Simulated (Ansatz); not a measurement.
## Ge_N (wurtzite AlN host)

Calculation: PBE, PAW (plane waves to 420 eV; Ansatz, a program for electronic structure). The supercell holds 96 host sites (3×2×2 repeats of the unit cell), with a 2×2×2 shifted k-point sampling for the final energies. Site at the start: the N site. Charged cells carry a point-charge image correction with potential alignment at far atoms. Dielectric constants: PBE linear response of the host. Host gap at this level: 4.03 eV. These values are not converged in cell size to better than tenths of an eV. PBE underestimates the host's gap, which shifts levels and can delocalise carriers. Spin–orbit coupling is left out. Each state is the lowest found from its start.

Formation energies E_f are given with the Fermi level at the valence-band maximum. Chemical conditions: N-rich (Δμ(N) = 0.00 eV, Δμ(Ge) = -0.009 eV, bounded by Ge3N4 (P31c); only phases computed here count, gases as isolated molecules at 0 K). Reference phases: Ge: germanium, N: N2 molecule in a box.

```tsv
charge	moment (μB)	largest move off a lattice site (Å)	image correction with alignment (eV)	E_f, N-rich (eV)	above the lowest spin state (eV)
+1	2.0	0.63	0.40	6.87	0.00
+1	not spin-polarised	0.67	0.35	7.06	0.20
0†	1.0	0.48	0.03	8.34	0.00
−1	not spin-polarised	0.37	0.05	10.43	0.00
```

† Not settled in this cell, so no level is given: charge 0: a dipole correction that the other charges lack.

Flagged in the runs: a host whose relaxation on this sampling wasn't shown to rest, a strain field that reaches the edge of the cell.
